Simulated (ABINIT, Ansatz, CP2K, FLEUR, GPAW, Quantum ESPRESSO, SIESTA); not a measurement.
Code comparison for CsH (Pm-3m, 2 atoms in the cell)

Self-consistent single point, at a second geometry (lattice scaled by 0.98). First geometry:

```
CsH
1.0
    3.81459     0.00000     0.00000
    0.00000     3.81459     0.00000
    0.00000     0.00000     3.81459
Cs H
1 1
Direct
  0.00000   0.00000   0.00000
  0.50000   0.50000   0.50000
```

Shared settings, as Ansatz (an electronic-structure program) writes them: kpoints.mp_grid.grid = 7 7 7; scf.occupations.method = fixed. Potentials and cutoffs stand in the table.

| code | model | ΔF from the first geometry (meV/atom) | pressure (GPa) | gap on the mesh (eV) | cutoff |
|---|---|---|---|---|---|
| ABINIT | LDA (PW92), PAW (JTH v2.0 LDA PAW) | -14.9 | -1.13 | 2.909 | 816 eV |
| Quantum ESPRESSO | LDA (PZ), GBRV 1.5 ultrasoft (LDA) pseudopotentials | -17.1 | -1.36 | 2.943 | 40 Ry |
| GPAW | LDA (Perdew-Wang 92), GPAW PAW datasets LDA (gpaw-data 1.0.1) | -15.4 | -1.16 | 2.920 | 850 eV |
| CP2K | LDA (Pade form), GPW, DZVP-MOLOPT-SR-GTH basis, GTH-PADE potentials (GTH_POTENTIALS) | -39.5 | -3.52 | 1.547 | grid 500 Ry |
| SIESTA | LDA PW92, numerical atomic orbitals TZP, PseudoDojo LDA standard norm-conserving potentials (rewritten from UPF to PSML) | -13.4 | -0.87 | 3.070 | grid 350 Ry |
| FLEUR | LDA (Perdew-Zunger), all-electron FLAPW (FLEUR), scalar-relativistic valence | -15.2 | – | 2.941 | Kmax 3.8 1/bohr |
| Ansatz | LDA (PW92), default PAW files made with PBE | -16.4 | -1.29 | 2.940 | 420 eV |

A dash marks a value that a program does not give, or that is left out as unsure.

Gaps are read on the mesh.

The spread over the programs that give each value: ΔF from the first geometry within 26.1 meV/atom; pressure within 2.65 GPa; gap on the mesh within 1.523 eV.

CP2K and SIESTA use small atom-centred bases, whose incompleteness enters pressures, forces and empty levels differently from a plane-wave cutoff. FLEUR treats all electrons, but the usual bases taken here (sphere radii, linearisation, local orbitals, empty states) were not tested for convergence, so the values are no reference for the others. Ansatz's pressure is given at a fixed set of plane waves, as the other plane-wave codes print theirs. The same LDA comes in different parametrisations, which differ slightly. In the pressure, CP2K (by 2.29) lies more than 1 GPa from the median of the plane-wave programs. In the gap, CP2K (by 1.384) and SIESTA (by 0.140) lie more than 0.12 eV from the median of the plane-wave programs.

The starting cell comes from a database of computed structures (which also holds hypothetical and non-ambient phases and stackings), without a prior relaxation at this level. Its lattice was rescaled by a random factor within 2.5 % of one. For this run, on top of that: lattice scaled by 0.98.

Left out of this page: Elk (failed or unconverged).

Keys are those of Ansatz 0.2.
